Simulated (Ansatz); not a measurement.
# SnS (Cmcm, No. 63, 4 atoms in the cell; start mp-1379; a measured phase of this formula has another space group)

These are HSE06 (plane waves, PAW; Ansatz, an electronic-structure program) values and carry that method's errors.

Numerical settings: plane-wave cutoff 500 eV, 6×6×4 k mesh (along the axes of the cell as run), gaussian smearing 0.02 eV, scalar-relativistic PAW data made under PBE.

Cell (relaxed at this level):

Space group Cmcm (No. 63); a = 3.759 Å, b = 12.293 Å, c = 5.718 Å, α = 90.00°, β = 90.00°, γ = 90.00°

| atom | site | symmetry | x | y | z |
|---|---|---|---|---|---|
| Sn | 4c | m2m | 0.0000 | 0.1578 | 0.2500 |
| S | 4c | m2m | 0.0000 | 0.1989 | 0.7500 |
(The calculation used a cell of 4 atoms; values per cell refer to that cell.)

* **band gap**: 1.90 eV (on the SCF k mesh)

Note: the relaxation could not lower the start's symmetry, so the cell can be a saddle point above a distorted one; the cell has widely spaced layers and the level no dispersion term, so their spacing and the moduli can rest on weak binding.

Spin–orbit coupling is not included.

A start named mp-… is a Materials Project structure, which need not be a measured phase.
